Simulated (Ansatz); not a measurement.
BN (I-4m2), r2SCAN, rigid bands run with Ansatz (an electronic-structure program): Condition of this run: biaxial stress in (001) of -36 GPa (compression positive) (the target of the relaxation). band gap 3.80 eV, N_c = 7.08e18 cm⁻³ and N_v = 1.02e19 cm⁻³ at 300 K, conductivity masses along y (a = (0.00, 1.89, 1.76) Å; b = (1.89, 0.00, 1.76) Å; c = (1.89, 1.89, 0.00) Å) of 0.315 mₑ (electrons) and 0.563 mₑ (holes). Take k_BT = 0.02585 eV.

Task: A film of it is 3 nm thick, with its normal along the direction named. Estimate the confinement energies in an infinite well.

Result: ħ²π²/(2m t²) = 0.376 eV·nm²/(m/mₑ × t²) gives 133 meV for electrons and 74.2 meV for holes, so the gap would widen to about 4.01 eV. Finite barriers and nonparabolic bands lower this, and with several valleys or bands the heaviest mass along the normal sets the lowest level, not this average.

Task: What thermal injection velocity √(2k_BT/πm) limits a ballistic channel along the direction named?

Result: 9.59e6 cm/s for electrons and 7.17e6 cm/s for holes, a ratio of √(m_h/m_e) = 1.34, for dilute carriers.

Task: Find the intrinsic carrier density and the intrinsic Fermi level.

Result: n_i = √(N_c N_v) exp(−E_g/2k_BT) = 8.50e18 × exp(−73.50) = 1.0e-13 cm⁻³. The level lies (k_BT/2) ln(N_v/N_c) = 5 meV from mid-gap (positive towards the conduction band). Each 0.1 eV added to the gap lowers n_i by a factor of 6.9.

Rigid, parabolic bands with the computed gap; masses take one relaxation time for all states. Spin-orbit coupling is left out. Geometry: cell and atoms relaxed with PBEsol.
